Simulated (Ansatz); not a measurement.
Consider ZnO in the wurtzite structure (space group P6_3mc, No. 186).

```
ZnO
1.0
    3.27948     0.00000     0.00000
   -1.63974     2.84011     0.00000
    0.00000     0.00000     5.29371
Zn O
2 2
Direct
  0.33333   0.66667   0.00146
  0.66667   0.33333   0.50146
  0.33333   0.66667   0.38054
  0.66667   0.33333   0.88054
```

All numbers come from PBE (Ansatz, a quantum-chemistry and plane-wave program, PAW, spin-orbit coupling left out).

```json
[
 {"level": "PBE", "band gap": "0.74 eV", "lattice parameter a": "3.279 Å", "lattice parameter c": "5.294 Å", "electron mass at Γ": "0.136 mₑ"}
]
```

Problem. From these computed values, estimate the measured ones, and say how each level misses.

Solution. Measured: band gap 3.6 eV (static lattice; corrected from measurement; as listed in Wei Chen et al., Physical Review Materials (2018)); lattice parameter a 3.2482 Å (0 K or low temperature; as listed in arXiv:1206.3780); lattice parameter c 5.204 Å (0 K or low temperature; as listed in arXiv:1206.3780); electron mass at Γ 0.24 mₑ (temperature not stated; as listed in S.Zh. Karazhanov et al., Journal of Crystal Growth (2005)). Computed minus measured — band gap: PBE -2.86 eV; lattice parameter a: PBE +1.0 %; lattice parameter c: PBE +1.7 %; electron mass at Γ: PBE -43 %. Measured values not marked as corrected hold thermal and zero-point effects that the static-lattice runs lack. A measured gap can be an optical one, lowered by exciton binding.

Effective masses come from finite differences of ±0.01 Å⁻¹. Stability against distortions was not tested.
